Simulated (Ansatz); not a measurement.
Symmetric slabs, relaxed from ideal cuts in 1x1 cells, of elemental solids: work function (eV) by functional, in Ansatz (plane waves, PAW). All structures are PBE's; the other columns are single points with references at the same level. No spin-orbit coupling, Hubbard U or dispersion. The rows are a random draw from the class, without slabs that broke up, higher cuts of a face and adsorbates that left their site.

| system | PBE (eV) | r2SCAN (eV) |
|---|---|---|
| hcp Be (31-40), ideal cut with outer spacing 0.18 Å | 4.16 | 4.15 |
| fcc Ca (311), ideal cut with outer spacing 1.67 Å | 2.75 | 2.78 |
| hcp Be (21-33), ideal cut with outer spacing 0.10 Å | 4.79 | 4.81 |
| fcc Ag (331), ideal cut with outer spacing 0.95 Å | 4.22 | 4.17 |
| hcp Be (32-52), ideal cut with outer spacing 0.15 Å | 4.57 | 4.58 |
| tetragonal indium (323), ideal cut with outer spacing 0.81 Å | 3.87 | ? |
| hcp Be (30-32), ideal cut with outer spacing 0.61 Å | 4.91 | 4.94 |
| hcp Zn (21-32), ideal cut with outer spacing 0.27 Å | 4.13 | 4.21 |

**Question.** Fit a straight line y = a·x + b by least squares to the 7 complete rows (x: PBE (eV); y: r2SCAN (eV)).

**Answer.** the means are x̄ = 4.2186 and ȳ = 4.2343; Σ(x − x̄)² = 3.0961 and Σ(x − x̄)(y − ȳ) = 3.0811, so a = 0.995 and b = ȳ − a·x̄ = 0.036. The largest residual is 0.066.

**Question.** What does the line predict for the withheld row, tetragonal indium (323), ideal cut with outer spacing 0.81 Å, and what did the calculation give?

**Answer.** the line gives 3.89; the calculation gave 4.01, a miss of 0.12, larger than any residual of the fitted rows.

Ansatz is a quantum-chemistry and plane-wave program.
